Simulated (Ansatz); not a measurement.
## H on the (111) surface of germanium (2x2 Ge adatom at T4; a constructed slab, bottom: 4 H on 4 bottom sites), one in a cell of 57 Å², started at the site 'bridge Ge-Ge (span 4.7 Å)'

The numbers are results of PBE (plane waves to 420 eV, PAW; Ansatz, a quantum-chemistry and plane-wave program), not measurements.

Model: 38-atom slab, 13.7 Å thick at the start with caps and adatoms under the adsorbate (thin: gaps and levels are the slab's own), 3x3x1 mesh, Fermi-Dirac 0.01 eV, dipole correction, 20 atoms held, the rest relaxed; symmetry of the start imposed; spin-polarised, ending with about 0.3 μB a cell, a value that depends on the mesh; orders that need a larger cell were not tried, no spin-orbit, no U, no dispersion correction. The slab shows no gap over 0.04 eV on its mesh. At the end it is bonded to Ge. In PBE this state lies 0.99 eV over the lowest of the starts that converged ('top Ge #2').

| Property | Value |
|---|---|
| energy of the end state, in which the adsorbate broke or entered a bond of the host, against ½ H2(g) | 0.70 eV |
| work function of the top face | 4.63 eV |
| change of the work function | 0.25 eV |
| change of the step from the bottom to the top vacuum level, against the clean slab | 0.19 eV |
| energy released by relaxation | 1.19 eV |
| height of the binding atom over the mean of the host atoms within 0.3 Å of the top one | -0.284 bohr |
| largest move of a host atom | 0.96 Å |
| caution | the clean host was not checked against rearrangement in a larger or rattled cell |
| caution | the host itself rearranges in this cell, so the energy holds part of a reconstruction |
| cost | very roughly 100 core-minutes |

A negative adsorption energy means that the adsorbate is more stable on the surface than in its reference.
